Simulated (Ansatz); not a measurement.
Be5Au (F-43m, No. 216) was calculated with r²SCAN+rVV10 in Ansatz (PAW).

Settings: plane-wave cutoff 560 eV, 16×16×16 k mesh, Fermi–Dirac smearing 0.05 eV, scalar-relativistic PAW data made under PBE.

Pressure at four volumes; x = ln(V/9.403 Å³). One pressure is withheld.

```
V (Å³/atom)        x  P (GPa)
-----------  -------  -------
9.027        -0.0408     6.47
9.403         0.0000     0.01
9.592         0.0199    -2.78
9.780         0.0393        ?
```

Pass a parabola P(x) through the three rows shown, estimate the bulk modulus and its pressure derivative near zero pressure, and predict the withheld pressure.

Slopes between the rows: (0.01 − (6.47))/(0.0000 − (-0.0408)) = -158.33 and (-2.78 − (0.01))/(0.0199 − (0.0000)) = -140.20 GPa. Their difference over the span 0.0607 is c = 18.13/0.0607 = 298.7 GPa, so P(x) = 6.47 + (-158.33)(x − (-0.0408)) + 298.7 (x − (-0.0408))(x − (0.0000)). At the middle row B = −dP/dx = −[-158.33 + 298.7 × 0.0408] = 146.1 GPa, and B′ = dB/dP = 2c/B = 4.1. At x = 0.0393 the parabola gives -5.27 GPa; the run gives -5.31 GPa. The Birch–Murnaghan fit to the energies at all volumes has B0 = 146 GPa and B′ = 3.9.

Spin–orbit coupling is not included; it can shift volumes and moduli of such heavy elements.

Ansatz is a quantum-chemistry and plane-wave program.
